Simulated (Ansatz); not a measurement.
Ce in the fcc (Cu type) structure (space group Fm-3m, No. 225)

```
CELL_PARAMETERS angstrom
      0.00000     2.33195     2.33195
      2.33195     0.00000     2.33195
      2.33195     2.33195     0.00000
ATOMIC_POSITIONS crystal
  Ce 0.00000 0.00000 0.00000
```

Computed with plane-wave PAW DFT at the r2SCAN level (Ansatz, a quantum-chemistry and plane-wave program, 500 eV), spin-orbit coupling left out. Γ-centred 17×17×17 mesh, Fermi–Dirac width 0.05 eV.

```yaml
volume_per_atom: 25.36 Å³
density: 9.17 g/cm³
band_gap: zero
total_energy: -6589.698 eV/atom (σ→0; compares only within this code and set-up)
```

The 4f electrons are in the valence with no U and their state was not checked, so volumes and moments can be off. Whether these cells are dynamically stable was not tested. Seeded moments were not kept for the base. All final runs are without spin polarisation.
